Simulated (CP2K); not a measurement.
**A self-consistent single point of a (100) slab of Ba2H3I (cut from a parent of space group no. 164; 6 atoms in the cell) with CP2K**

Level of theory: LDA (Pade form), GPW, DZVP-MOLOPT-SR-GTH basis, GTH-PADE potentials (GTH_POTENTIALS) in CP2K.

This input was run:

```
&GLOBAL
  PROJECT calc
  RUN_TYPE ENERGY_FORCE
  PRINT_LEVEL MEDIUM
&END GLOBAL
&FORCE_EVAL
  METHOD Quickstep
  STRESS_TENSOR ANALYTICAL
  &DFT
    BASIS_SET_FILE_NAME BASIS_MOLOPT
    POTENTIAL_FILE_NAME GTH_POTENTIALS
    &QS
      METHOD GPW
      EPS_DEFAULT 1E-10
    &END QS
    &MGRID
      CUTOFF 500
      REL_CUTOFF 50
      NGRIDS 5
    &END MGRID
    &SCF
      SCF_GUESS ATOMIC
      EPS_SCF 1E-7
      MAX_SCF 100
      ADDED_MOS 6
      &DIAGONALIZATION
        ALGORITHM STANDARD
      &END DIAGONALIZATION
      &MIXING
        METHOD BROYDEN_MIXING
        ALPHA 0.2
        NBUFFER 10
        BETA 1
      &END MIXING
      &SMEAR ON
        METHOD FERMI_DIRAC
        ELECTRONIC_TEMPERATURE [K] 580.23
      &END SMEAR
    &END SCF
    &KPOINTS
      SCHEME MONKHORST-PACK 3 2 1
      GAMMA_CENTERED T
    &END KPOINTS
    &XC
      &XC_FUNCTIONAL PADE
      &END XC_FUNCTIONAL
    &END XC
    &PRINT
      &MO
        EIGENVALUES T
        OCCUPATION_NUMBERS T
        NDIGITS 8
        FILENAME mo
        &EACH
          QS_SCF 0
        &END EACH
        ADD_LAST NUMERIC
      &END MO
      &MULLIKEN ON
      &END MULLIKEN
    &END PRINT
  &END DFT
  &SUBSYS
    &CELL
      A 4.51371800 0.00000000 0.00000000
      B 0.00000000 8.07895200 0.00000000
      C 0.00000000 0.00000000 16.60599400
      PERIODIC XYZ
    &END CELL
    &COORD
      SCALED
      Ba       0.25000000     0.68472000     0.42153500
      Ba       0.25000000     0.31528000     0.57846500
      H        0.25000000     0.35610000     0.42153500
      H        0.25000000     0.64390000     0.57846500
      H        0.75000000     0.50000000     0.50000000
      I        0.75000000     0.00000000     0.50000000
    &END COORD
    &KIND Ba
      BASIS_SET DZVP-MOLOPT-SR-GTH-q10
      POTENTIAL GTH-PADE-q10
    &END KIND
    &KIND H
      BASIS_SET DZVP-MOLOPT-SR-GTH-q1
      POTENTIAL GTH-PADE-q1
    &END KIND
    &KIND I
      BASIS_SET DZVP-MOLOPT-SR-GTH-q7
      POTENTIAL GTH-PADE-q7
    &END KIND
  &END SUBSYS
  &PRINT
    &FORCES ON
    &END FORCES
    &STRESS_TENSOR ON
    &END STRESS_TENSOR
  &END PRINT
&END FORCE_EVAL
```

Output, abridged:

```
 GLOBAL| Method name                                                        CP2K
 GLOBAL| Project name                                                       calc
 GLOBAL| Run type                                                   ENERGY_FORCE

 CELL| Volume [angstrom^3]:                                           605.556022
 CELL| Vector a [angstrom]:       4.514     0.000     0.000   |a| =     4.513718
 CELL| Vector b [angstrom]:       0.000     8.079     0.000   |b| =     8.078952
 CELL| Vector c [angstrom]:       0.000     0.000    16.606   |c| =    16.605994
 CELL| Angle (b,c), alpha [degree]:                                    90.000000
 CELL| Angle (a,c), beta  [degree]:                                    90.000000
 CELL| Angle (a,b), gamma [degree]:                                    90.000000
 CELL| Numerically orthorhombic:                                             YES
 CELL| Periodicity                                                           XYZ

 DFT| Spin restricted Kohn-Sham (RKS) calculation                            RKS
 DFT| Multiplicity                                                             1
 DFT| Number of spin states                                                    1
 DFT| Charge                                                                   0
 DFT| XC density smoothing                                                  NONE
 DFT| XC derivatives                                                          PW

 QS| Method:                                                                 GPW
 QS| Density plane wave grid type                        NON-SPHERICAL FULLSPACE
 QS| Number of grid levels:                                                    5
 QS| Density cutoff [a.u.]:                                                250.0
 QS| Multi grid cutoff [a.u.]: 1) grid level                               250.0
   [... lines left out ...]
 BRILLOUIN| List of Kpoints [2 Pi/Bohr]                                        4
 BRILLOUIN| Number           Weight            X              Y              Z
 BRILLOUIN|     1           0.33333       -0.33333        0.00000        0.00000
 BRILLOUIN|     2           0.33333       -0.33333        0.50000        0.00000
 BRILLOUIN|     3           0.16667        0.00000        0.00000        0.00000
 BRILLOUIN|     4           0.16667        0.00000        0.50000        0.00000
 *******************************************************************************

 Extrapolation method: initial_guess

 Re-scaling the density matrix to get the right number of electrons
                  # Electrons              Trace(P)               Scaling factor
                           30                30.000                        1.000

 Number of electrons:                                                         30
 Number of occupied orbitals:                                                 15
 Number of molecular orbitals:                                                21

 Number of orbital functions:                                                 56
 Number of independent orbital functions:                                     56
 SCF WAVEFUNCTION OPTIMIZATION

  Step     Update method      Time    Convergence         Total energy    Change
     1 NoMix/Diag. 0.20E+00      -     2.03765320       -64.0578094213 -6.41E+01
     2 Broy./Diag. 0.20E+00      -     0.00902347       -64.1334611014 -7.57E-02
     3 Broy./Diag. 0.20E+00      -     0.04170200       -64.0008063710  1.33E-01
     4 Broy./Diag. 0.20E+00      -     0.02372247       -64.1342136967 -1.33E-01
     5 Broy./Diag. 0.20E+00      -     0.04259930       -64.2284081821 -9.42E-02
     6 Broy./Diag. 0.20E+00      -     0.01001177       -64.2956872642 -6.73E-02
     7 Broy./Diag. 0.20E+00      -     0.00483410       -64.3217124760 -2.60E-02
   [... 34 lines left out ...]
    42 Broy./Diag. 0.20E+00      -     0.00000048       -64.3363712965 -1.51E-07
    43 Broy./Diag. 0.20E+00      -     0.00000022       -64.3363718152 -5.19E-07
    44 Broy./Diag. 0.20E+00      -     0.00000018       -64.3363725768 -7.62E-07
    45 Broy./Diag. 0.20E+00      -     0.00000025       -64.3363730784 -5.02E-07
    46 Broy./Diag. 0.20E+00      -     0.00000006       -64.3363723647  7.14E-07
  *** SCF run converged in    46 steps ***

  Electronic density on regular grids:        -29.9999999996        0.0000000004
  Core density on regular grids:               29.9999999955       -0.0000000045
  Total charge density on r-space grids:       -0.0000000042
  Total charge density g-space grids:          -0.0000000042

  Overlap energy of the core charge distribution:               0.00000000000000
  Self energy of the core charge distribution:               -133.39426866566626
  Core Hamiltonian energy:                                     26.53213955639418
  Hartree energy:                                              53.01404189584719
  Exchange-correlation energy:                                -10.48788760712167
  Electronic entropic energy:                                  -0.00039754322226
  Fermi energy:                                                -0.01972390096921

  Total energy:                                               -64.33637236472455
  Total energy (extrapolated to T->0):                        -64.33617359311343

                     Mulliken Population Analysis

 #  Atom  Element  Kind  Atomic population                           Net charge
       1     Ba       1          9.818904                              0.181096
       2     Ba       1          9.818904                              0.181096
       3     H        2          0.957203                              0.042797
       4     H        2          0.957203                              0.042797
       5     H        2          0.950080                              0.049920
       6     I        3          7.497707                             -0.497707
 # Total charge                             30.000000                  0.000000

 ENERGY| Total FORCE_EVAL ( QS ) energy [hartree]            -64.336371781341214

 FORCES| Atomic forces [hartree/bohr]
 FORCES|   Atom     x               y               z               |f|
 FORCES|      1  2.08564537E-10 -1.94439212E-02  4.29231095E-02   4.71217508E-02
 FORCES|      2  2.08674987E-10  1.94439211E-02 -4.29231106E-02   4.71217518E-02
 FORCES|      3  1.83697982E-12  1.31660763E-02  1.26915200E-02   1.82871607E-02
 FORCES|      4  1.86362685E-12 -1.31660764E-02 -1.26915190E-02   1.82871600E-02
 FORCES|      5  1.21657214E-13  6.36891838E-10 -9.53674804E-10   1.14678981E-09
 FORCES|      6  6.41120597E-12 -3.73254732E-10  1.02424334E-09   1.09015348E-09
 FORCES| Sum     4.27472994E-10  1.07201208E-11  1.13888387E-12
 FORCES| Total atomic force                                       4.27608909E-10

 STRESS| Analytical stress tensor [bar]
 STRESS|                        x                   y                   z
 STRESS|      x       -6.90416687998E+03   1.09285642088E-06   2.27777639268E-07
 STRESS|      y        1.09285642088E-06  -2.23235483966E+04   2.22653484541E+03
 STRESS|      z        2.27777639268E-07   2.22653484541E+03  -1.97240176681E+04
 STRESS| 1/3 Trace                                            -1.63172443149E+04
```

The run converged in 46 iterations.

The starting cell comes from a database of computed structures (which also holds hypothetical and non-ambient phases and stackings), without a prior relaxation at this level. The slab is cut from that crystal, and its faces are unrelaxed. Its lattice was rescaled by up to half a per cent. Spin polarisation is off, though cut faces can carry moments; a gap of a slab can lie between surface states. Values carry the incompleteness of an atom-centred basis. Forces in this geometry exceed 1 eV/Å.

Cost on one core of a shared machine: roughly 70 s.
